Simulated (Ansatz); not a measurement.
The parent structure is PbI$_{2}$ in the CdI2 type structure (space group P-3m1, No. 164; a = 4.5593 Å, c = 6.9727 Å). Axes: x lies along a and z along c of the hexagonal cell.

It is then changed as follows: biaxial strain −0.64 %, plane normal [001], relaxed out of plane (Cartesian); in-plane vectors clamped, the third vector and the atoms free.

Calculations: Ansatz (a program for electronic structure) PBE-D3(BJ), no spin-orbit coupling, earlier PAW set.

Base, band edges from the VBM (valence, conduction): K -0.84, 4.15; H -0.16, 3.19; M -0.40, 2.77; L -0.72, 3.10; A 0.00, 2.19; Γ -0.77, 2.48 eV.

Q: Give the band edges at the high-symmetry points of the new zone, measured from its valence-band maximum.

A: 
| point | valence edge (eV) | conduction edge (eV) |
|---|---|---|
| Γ | -0.85 | 2.49 |
| M | -0.43 | 2.74 |
| K | -0.89 | 4.08 |
| A | 0.00 | 2.20 |
| L | -0.80 | 3.03 |
| H | -0.21 | 3.11 |

The gap is 2.20 eV, direct at A.

Spin-orbit coupling, missing from the scalar runs, can matter with I and Pb. Stability against distortions was not tested.
